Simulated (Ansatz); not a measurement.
Here is the system:

```
CELL_PARAMETERS angstrom
      4.76909     0.00000     0.00000
      0.00000     4.76909     0.00000
      0.00000     0.00000     3.21208
ATOMIC_POSITIONS crystal
  Sn 0.50000 0.50000 0.50000
  Sn 0.00000 0.00000 0.00000
  O  0.19372 0.80628 0.50000
  O  0.80628 0.19372 0.50000
  O  0.69372 0.69372 0.00000
  O  0.30628 0.30628 0.00000
```

The numbers are results of PBEsol, rigid bands (plane waves, PAW, scalar-relativistic; Ansatz, a first-principles code), not measurements. Cell: cell and atoms relaxed with PBEsol.

Question: What conductivity effective mass do dilute holes have at 300 K?

Answer: 1.40 (x), 1.40 (y), 1.97 (z) mₑ.

Question: What conductivity effective mass do dilute electrons have at 300 K?

Answer: 0.197 (x), 0.197 (y), 0.176 (z) mₑ.

Question: And the band gap?

Answer: 0.92 eV at this level; semilocal functionals usually fall short of the measured gap.

Rigid bands, one relaxation time for all states, no polarons. Spin-orbit coupling is left out; where it splits the top of the valence band it changes the hole mass and lowers the gap by about a third of the splitting.
